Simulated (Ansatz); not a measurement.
Ni2Si (space group Pnma, No. 62; non-magnetic)

Ni$_{2}$Si is modelled in the orthorhombic space group Pnma (No. 62), Pearson symbol oP12. Lattice parameters: a = 5.0199 Å, b = 3.7313 Å, c = 7.0766 Å, α = β = γ = 90.00°. Ni1 on 4c has 3 Si at 2.346–2.415 Å and 2 Si at 2.580 Å and 8 Ni at 2.575–2.716 Å. Ni2 on 4c has 4 Si at 2.311–2.324 Å and 1 Si at 2.755 Å and 8 Ni at 2.575–2.716 Å. Si on 4c is surrounded by 7 Ni at 2.311–2.415 Å and 2 Ni at 2.580 Å and 1 Ni at 2.755 Å. (Neighbours: up to the widest gap in distance over summed covalent radii, below 1.35, at either atom; cation-cation and far metal-metal contacts left out.)

All numbers come from plane-wave PAW DFT at the PBE level (Ansatz, a first-principles code, 420 eV), no spin-orbit coupling. k-mesh 8×10×6 (Γ-centred); smearing 0.05 eV (Fermi–Dirac).

```json
{
 "volume_per_atom": "11.05 Å³",
 "density": "7.29 g/cm³",
 "band_gap": "zero",
 "total_energy": "-4105.631 eV/atom (σ→0; compares only within this code and set-up)"
}
```

Stability against distortions was not tested. Seeded moments were not kept for the base. All final runs are without spin polarisation.
